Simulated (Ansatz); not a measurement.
**Carrier properties of ZnS under load (space group R3m)**

Here is the system:

```
CELL_PARAMETERS angstrom
      0.01831     2.67999     2.67999
      2.67999     0.01831     2.67999
      2.67999     2.67999     0.01831
ATOMIC_POSITIONS crystal
  Zn 0.00065 0.00065 0.00065
  S  0.24935 0.24935 0.24935
```

Computed with r2SCAN with spin-orbit coupling, rigid bands (plane waves, PAW; Ansatz, an electronic-structure program). Condition of this run: biaxial stress in (111) of 1 GPa (compression positive) (the target of the relaxation). Cell: cell and atoms relaxed with PBEsol, then loaded as said.

- band gap: 2.79 eV
- electron conductivity mass (300 K, dilute): 0.21 mₑ
- hole conductivity mass (300 K, dilute): 0.80 mₑ
- effective density of states N_c (300 K): 2.4e18 cm⁻³
- effective density of states N_v (300 K): 3.3e19 cm⁻³
- density-of-states mass, electrons: 0.21 mₑ
- density-of-states mass, holes: 1.21 mₑ
- Seebeck coefficient, n-type 1e19 cm⁻³, 300 K: -118 μV/K
- Seebeck coefficient, p-type 1e19 cm⁻³, 300 K: 368 μV/K
- best p-type power factor at 300 K for τ = 10 fs (best axis; densities from 1e16 to 1e21 cm⁻³ tried, whether or not they can be reached): 15.9 μW/(cm·K²) at 3e20 cm⁻³

Rigid bands; masses and Seebeck coefficients take one relaxation time τ for all states and one kind of carrier; polarons and phonon drag are left out. Geometry: cell and atoms relaxed with PBEsol.
